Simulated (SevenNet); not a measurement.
**Rutile MgH₂**

The numbers are results of the machine-learned potential SevenNet-l3i5 (trained on PBE and PBE+U data), not measurements.

Cell (relaxed at this level):

```cif
data_H4Mg2
_chemical_formula_sum 'Mg2 H4'
_space_group_name_H-M_alt 'P42/mnm'
_space_group_IT_number 136
_space_group_name_Hall '-P 4n 2n'
_cell_length_a 4.51620
_cell_length_b 4.51620
_cell_length_c 3.00225
_cell_angle_alpha 90.000
_cell_angle_beta 90.000
_cell_angle_gamma 90.000
loop_
_atom_site_label
_atom_site_type_symbol
_atom_site_symmetry_multiplicity
_atom_site_Wyckoff_symbol
_atom_site_fract_x
_atom_site_fract_y
_atom_site_fract_z
_atom_site_occupancy
Mg1 Mg 2 a 0.00000 0.00000 0.00000 1
H1 H 4 f 0.30432 0.30432 0.00000 1
```

```
Property                    Value
------------------  -------------
lattice constant a        4.516 Å
c axis length             3.002 Å
volume per atom     10.21 Å³/atom
```

Measured, for comparison: lattice constant a 4.517 Å, lattice parameter c 3.021 Å, equilibrium volume per atom 10.27 Å³/atom (temperature not stated, not corrected to a static lattice; as tabulated in Ellinger et al., J. Am. Chem. Soc. 77, 2647 (1955) (COD 4124639)). Computed (rounded) less measured: lattice constant a 0.0 %, lattice parameter c -0.6 %, equilibrium volume per atom -0.6 %. A static lattice is as a rule a little smaller and stiffer than an uncorrected measurement, which narrows the difference in the lattice parameter c, equilibrium volume per atom and would widen misses of the other sign.

A machine-learned potential is trained on density-functional data: it inherits that level's misses and adds fitting errors of its own.

Note: the model gives imaginary modes for this phase (in the spectrum interpolated from a supercell); the model's elastic tensor is not positive definite here.
